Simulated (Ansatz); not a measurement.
Take SnTe in the rock salt structure (space group Fm-3m, No. 225; a = 6.371 Å) as the base. Axes: x, y, z lie along the cube axes.

Now apply this change: tensile biaxial strain of 3.11 % in the plane normal to [001], as in epitaxy on a mismatched substrate; the out-of-plane cell vector and the atoms relax.

Levels (all Ansatz, a program for electronic structure, PAW, earlier PAW set): r2SCAN (500 eV, no spin-orbit coupling); HSE06 (420 eV, spin-orbit coupling left out); HSE06+SOC (420 eV, spin-orbit coupling included).

One geometry, relaxed with r2SCAN, under each level:

| level | band gap | lowest conduction level above the VBM at special points |
|---|---|---|
| r2SCAN | 0.24 eV | N 0.24 eV; G 1.03 eV; R 1.03 eV; Γ 3.09 eV |
| HSE06 | 0.38 eV | N 0.38 eV; G 1.31 eV; R 1.31 eV; Γ 3.52 eV |
| HSE06+SOC | ___ | ___ |

Q: Give the withheld HSE06+SOC results.

A: 
- HSE06+SOC, band gap: 0.20 eV
- HSE06+SOC, lowest conduction level above the VBM at special points: N 0.20 eV; G 1.24 eV; R 1.24 eV; Γ 3.03 eV

Single points use the geometry relaxed with r2SCAN. HSE06 was sampled on its mesh, a few special points and the semilocal edge points, so its gap is an upper bound. The spin-orbit shifts are approximate. With Te present, leaving out spin-orbit coupling can change the band edges. No phonon test of stability was made. A zero or small gap of SnTe can be the functional's error rather than a property of the material. k-point labels follow each cell's own Brillouin zone.
